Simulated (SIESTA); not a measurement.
Worked example: self-consistent single point of Ta2InC (P6_3/mmc, 8 atoms in the cell) in SIESTA.

Computed with LDA PW92, numerical atomic orbitals TZP, PseudoDojo LDA standard norm-conserving potentials (rewritten from UPF to PSML) (SIESTA).

The change in words: lattice scaled by 0.98. Reference geometry:
```
Ta2InC
1.0
    3.16751     0.00000     0.00000
   -1.58376     2.74314     0.00000
    0.00000     0.00000    14.53348
Ta In C
4 2 2
Cartesian
  1.58376   0.91438   8.47258
  0.00000   1.82876   6.06090
  0.00000   1.82876   1.20584
  1.58376   0.91438  13.32764
  1.58376   0.91438   3.63337
  0.00000   1.82876  10.90011
  0.00000   0.00000   7.26674
  0.00000   0.00000   0.00000
```

Reference input (self-consistent single point, DFT, LDA PW92, numerical atomic orbitals TZP, PseudoDojo LDA standard norm-conserving potentials (rewritten from UPF to PSML)): XC.functional = LDA; XC.authors = PW92; potentials = PseudoDojo LDA standard; PAO.BasisSize = TZP; PAO.EnergyShift = 0.01 Ry; MeshCutoff = 300 Ry; kgrid.MonkhorstPack = 7 7 2; OccupationFunction = MP; OccupationMPOrder = 0; ElectronicTemperature = 100 meV; MaxSCFIterations = 150; SCF.Mixer.Method = Pulay. This run's input differs from it in these lines:

```diff
@@ -13,5 +13,5 @@
 %block LatticeVectors
-     3.167510000    0.000000000    0.000000000
-    -1.583755000    2.743144000    0.000000000
-     0.000000000    0.000000000   14.533480000
+     3.104160000    0.000000000    0.000000000
+    -1.552080000    2.688281000    0.000000000
+     0.000000000    0.000000000   14.242810000
 %endblock LatticeVectors
@@ -19,9 +19,9 @@
 %block AtomicCoordinatesAndAtomicSpecies
-     1.583756584    0.914380419    8.472582836  1
-    -0.000001584    1.828763581    6.060897164  1
-    -0.000001584    1.828763581    1.205842836  1
-     1.583756584    0.914380419   13.327637164  1
-     1.583756584    0.914380419    3.633370000  2
-    -0.000001584    1.828763581   10.900110000  2
-     0.000000000    0.000000000    7.266740000  3
+     1.552081552    0.896092771    8.303130946  1
+    -0.000001552    1.792188229    5.939679054  1
+    -0.000001552    1.792188229    1.181725946  1
+     1.552081552    0.896092771   13.061084054  1
+     1.552081552    0.896092771    3.560702500  2
+    -0.000001552    1.792188229   10.682107500  2
+     0.000000000    0.000000000    7.121405000  3
      0.000000000    0.000000000    0.000000000  3
```

The program printed (abridged):

```
        iscf     Eharris(eV)        E_KS(eV)     FreeEng(eV)     dDmax    Ef(eV) dHmax(eV)
   scf:    1   -10961.104884   -11010.614698   -11010.633019  1.626154 -2.533816 10.008691
   scf:    2   -11031.753383   -11023.144943   -11023.174384  0.112933 -2.772914  4.606082
   scf:    3   -11027.072829   -11025.686091   -11025.709999  0.069473 -3.049572  1.918660
   scf:    4   -11026.094130   -11025.913983   -11025.939055  0.032396 -3.125341  1.096550
   scf:    5   -11026.123256   -11026.041194   -11026.067794  0.050978 -3.239352  0.074610
   [... 2 lines left out ...]
   scf:    8   -11026.042071   -11026.042124   -11026.068726  0.001096 -3.251038  0.013289
   scf:    9   -11026.042140   -11026.042132   -11026.068730  0.000063 -3.251271  0.011106
   scf:   10   -11026.042180   -11026.042159   -11026.068740  0.000265 -3.252392  0.000455
   scf:   11   -11026.042165   -11026.042162   -11026.068740  0.000060 -3.252577  0.000995
SCF Convergence by DM+H criterion
max |DM_out - DM_in|         :     0.0000598654
max |H_out - H_in|      (eV) :     0.0009954000
SCF cycle converged after 11 iterations

Using DM_out to compute the final energy and forces

siesta: E_KS(eV) =           -11026.0422

siesta: E_KS - E_eggbox =    -11026.0422

siesta: Atomic forces (eV/Ang):
     1   -0.000019    0.000011    0.045625
     2    0.000019   -0.000011   -0.045626
     3    0.000019   -0.000011    0.045626
     4   -0.000019    0.000011   -0.045625
     5   -0.000004    0.000003    0.000000
     6    0.000004   -0.000003    0.000000
     7    0.000000    0.000000    0.000003
     8    0.000000   -0.000000   -0.000004
   Tot    0.000000   -0.000000    0.000000
   Max    0.045626
   Res    0.018626    sqrt( Sum f_i^2 / 3N )
   Max    0.045626    constrained

   [... lines left out ...]
siesta: FreeEng =    -11026.068740
   [... lines left out ...]
siesta:    -0.015634    0.000000    0.000000
siesta:     0.000000   -0.015634    0.000000
siesta:     0.000000    0.000000    0.013559

siesta: Cell volume =        118.854175 Ang**3

siesta: Pressure (static):
siesta:                Solid            Molecule  Units
siesta:           0.00006429          0.00007755  Ry/Bohr**3
siesta:           0.00590282          0.00712063  eV/Ang**3
siesta:           9.45735534         11.40850901  kBar
```

The run converged in 11 iterations. Against the reference run the free energy drops by 34.2 meV/atom, the pressure goes from -12.07 to 0.95 GPa and the largest force goes from 0.762 to 0.046 eV/Å.

The starting cell comes from a database of computed structures (which also holds hypothetical and non-ambient phases and stackings), without a prior relaxation at this level. For this run, on top of that: lattice scaled by 0.98. Spin polarisation is off. Values carry the incompleteness of an atom-centred basis.

Cost on one core of a shared machine: roughly 80 s.
